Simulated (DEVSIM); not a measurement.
Device: abrupt Si p-n junction, at 300 K.

Layer 1 from the left is Si, thickness (μm) 0.420, Na (cm⁻³) 1.4e17, τn (s) 0.0001, τp (s) 0.0001. Layer 2 from the left is Si, thickness (μm) 6.90, Nd (cm⁻³) 1.6e15, τn (s) 0.0001, τp (s) 0.0001.

Left contact: ohmic. Right contact: ohmic. Voltage is applied to the left contact. Recombination: SRH at mid-gap, Auger. Mobility is μmin + (μ − μmin)/(1 + (N/Nref)^α).

This is a model device: material constants are rounded textbook-type values typed into the input, and sizes, dopings and lifetimes were drawn at random. Values at 300 K.

Si: gap (eV) 1.124, affinity (eV) 4.05, permittivity 11.7, Nc (cm⁻³) 2.86e19, Nv (cm⁻³) 3.1e19, μn (cm²/Vs) 1417, μp (cm²/Vs) 470, μn,min 52, μp,min 45, Nref,n 9.7e16, Nref,p 2.2e17, αn 0.68, αp 0.72, Cn (cm⁶/s) 2.8e-31, Cp (cm⁶/s) 9.9e-32.

**Question.** Estimate by hand the built-in potential, the peak field at zero bias, the capacitance at -6 V, and compare with a numerical solution.

**Answer.** 
- Built-in potential: ni = √(Nc Nv) exp(−Eg/2kT) = 1.08e10 cm⁻³ with Eg = 1.124 eV; Vbi = kT/q ln(Na Nd/ni²) = 0.731 V; numerical 0.731 V.
- Peak field at zero bias: depletion approximation: W = √(2εVbi/(qN)) = 0.773 μm with N = 1.58e15 cm⁻³; field = 2Vbi/W = 18900 V/cm; numerical 25300 V/cm (estimate below by 25 %).
- Capacitance at -6 V: C = √(qεN / 2(Vbi + |V|)) = 4.42 nF/cm²; numerical 4.43 nF/cm².

Model (solved in DEVSIM): 1D drift-diffusion, Boltzmann statistics, complete ionisation; no tunnelling, impact ionisation, image-force lowering or self-heating.
